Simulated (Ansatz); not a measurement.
Here is the system:

```xyz
5
Lattice="5.1679 0.0000 0.0000 0.0000 5.1679 0.0000 0.0000 0.0000 5.1679" Properties=species:S:1:pos:R:3 pbc="T T T"
La     2.5840     0.0000     2.5840
La     0.0000     2.5840     2.5840
La     2.5840     2.5840     0.0000
Pb     0.0000     0.0000     0.0000
C      2.5840     2.5840     2.5840
```

All values below come from PBEsol, DFPT electron-phonon coupling, linearised Boltzmann equation (plane waves, PAW, scalar-relativistic; Ansatz, a first-principles code). Geometry: relaxed with this functional, without spin-orbit coupling.

### Question
What phonon-limited resistivity does this give at 300 K?

### Answer
125 μΩ·cm.

A metal at this level (no band gap). Only scattering by harmonic phonons is included (no impurities, grain boundaries, electron-electron scattering or thermal expansion). Spin-orbit coupling is left out, which matters with elements this heavy. Values near or above 100 μΩ·cm, or paths under about 2 nm, lie near resistivity saturation, where the Boltzmann equation overshoots. Halving the electron mesh (16x16x16) moves the resistivity by up to 3 % at 300 K. Smearing 0.20 eV; phonons on a 3x3x3 q mesh, which this run doesn't test.

Computed structure with no diffraction record at hand here (it may be known, metastable or hypothetical): La3PbC (Pm-3m).
